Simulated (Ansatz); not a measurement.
Input and output of a relaxation of cell and atoms for ScZn₃ (P6_3/mmc, 8 atoms in the cell) (Ansatz, a program for electronic structure).

Computed with LDA (PW92), PAW files made with PBE (plane waves; Ansatz).

```
ScZn3
1.0
    5.80685     0.00000     0.00000
   -2.90342     5.02888     0.00000
    0.00000     0.00000     4.28978
Sc Zn
2 6
Direct
  0.33333   0.66667   0.75000
  0.66667   0.33333   0.25000
  0.84266   0.68533   0.75000
  0.15734   0.31467   0.25000
  0.15734   0.84266   0.25000
  0.84266   0.15734   0.75000
  0.31467   0.15734   0.75000
  0.68533   0.84266   0.25000
```

Reference input (self-consistent single point, DFT, LDA (PW92), plane waves, PAW files made with PBE): kpoints.mp_grid.grid = 5 5 5; hamiltonian.xc = lda; hamiltonian.pseudopotentials = {kind: paw} (the program's default PAW files); scf.occupations.method = fermi_dirac; scf.occupations.width = 0.05 eV. This run's input differs from it in these lines:

```diff
@@ -21,2 +21,4 @@
   occupations: { method: fermi_dirac, width: 0.05 }
+relax:
+  cell: {}
 output:
```

The program printed (abridged):

```
   [... SCF lines of the steps left out ...]
relax step   1: F+E_penalty+E_count = -23658.29100892 eV  Δ(F+E_penalty+E_count) = +0.000e0 eV  max|allowed force component| = 1.450e-2 eV/Å  Δτ_max = 0.0000 Å  P = -3.511 GPa  Ω = 125.270 Å³  (9 SCF iters, dr2 threshold 1.00e-7 eV, accepted)
relax step   2: F+E_penalty+E_count = -23658.33530126 eV  Δ(F+E_penalty+E_count) = -4.429e-2 eV  max|allowed force component| = 7.339e-2 eV/Å  Δτ_max = 0.0168 Å  P = +1.078 GPa  Ω = 119.214 Å³  energy of the carried Pulay correction = +1.526e-3 eV  [...]
   [... lines left out ...]
relax step   5: F+E_penalty+E_count = -23658.34498073 eV  Δ(F+E_penalty+E_count) = -1.114e-4 eV  max|allowed force component| = 3.045e-4 eV/Å  Δτ_max = 0.0009 Å  P = -0.003 GPa  Ω = 120.624 Å³  energy of the carried Pulay correction = +1.164e-3 eV  [...]
relax step   6: F+E_penalty+E_count = -23658.34374149 eV  Δ(F+E_penalty+E_count) = +1.239e-3 eV  max|allowed force component| = 5.333e-4 eV/Å  Δτ_max = 0.0000 Å  P = -0.000 GPa  Ω = 120.624 Å³  stress off target by 1.52e-2 GPa  SCF on the basis [...]
basis re-selected at this cell: Δ(F+E_penalty+E_count) = +1.239e-3 eV, ΔP = +0.002 GPa vs the last step
the relaxation is at rest under the 24 symmetry operations that the run kept from its start: a minimum is not shown …
Free energy (F): -23658.343741 eV
Internal energy: -23658.313345 eV  (E = F + TS)
E sigma→0 (E₀):  -23658.328543 eV
Entropy (-TS):   -0.030396 eV (-3.800 meV/atom)
Fermi energy:    11.720251 eV
--- Forces (eV/Å), atoms counted from 1 ---
  atom   1  Sc    -0.00000000     0.00000000    -0.00000000
   [... lines left out ...]
  cell:  # Å, volume = 120.6238 Å³
   [... lines left out ...]
    - { symbol: Zn, position: [0.15742971570286535, 0.8425702842971345, 0.25000000000000006] }
    - { symbol: Zn, position: [0.8425702842971347, 0.1574297157028654, 0.7500000000000001] }
    - { symbol: Zn, position: [0.31485943140573086, 0.1574297157028654, 0.7500000000000001] }
    - { symbol: Zn, position: [0.6851405685942693, 0.8425702842971348, 0.25000000000000006] }
```

The run converged.  The full log also holds: “iter 5 did not close the SCF: its close was put off for the readings that it lacked (scf_convergence_deferred on its scf_iter line)”. The full log also holds: “iter 4 did not close the SCF: its close was put off for the readings that it lacked (scf_convergence_deferred on its scf_iter line)”.

Summary of the result:
| Item | Result |
|---|---|
| Free energy E − TS (on the zero of these files) | -23658.3437 eV |
| Fermi level (on the code's own zero) | 11.72 eV |
| Pressure | 0.00 GPa |
| Final cell | a = 5.7353 Å, b = 5.7353 Å, c = 4.2343 Å, α = 90.00°, β = 90.00°, γ = 120.00° |
| Final volume per atom | 15.08 Å³ |
| Relaxation steps | 6 |

The starting cell comes from a database of computed structures (which also holds hypothetical and non-ambient phases and stackings), without a prior relaxation at this level. Its lattice was rescaled by a random factor within 2.5 % of one. The relaxation keeps the symmetry of its start, so its end need not be a minimum. Ansatz's pressure includes its estimate of the finite-basis (Pulay) stress.

Keys are those of Ansatz 0.2.
